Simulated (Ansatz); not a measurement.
Structures of equal composition on the (0001) surface of hcp Ru: a pseudomorphic layer of Sc in the host's stacking; a pseudomorphic layer of Sc in the other hollow. The slabs share one bottom face, and each structure is named by its start. These are constructed structures in small cells; real faces may alloy, dewet or reconstruct in larger ones, and not all known structures of the face are among them. Slabs of about 11 Å, Fermi-Dirac smearing of 0.1 eV. Bottom of the slabs: a bare face, its two planes held. Relaxed from the named starts with such symmetry as they have, on meshes of like density; energies extrapolated to zero smearing; spin only where a row says so; no spin-orbit coupling, no U. Brackets mark spin-polarised runs, whose order is one that fits the cell.

Level of theory: PBE (plane waves to 420 eV, PAW; Ansatz, a program for electronic structure).

**Question.** Put the candidates in order of energy per 1x1 cell, lowest first, for PBE.

**Answer.** a pseudomorphic layer of Sc in the host's stacking (0.000 eV), a pseudomorphic layer of Sc in the other hollow (0.054 eV)
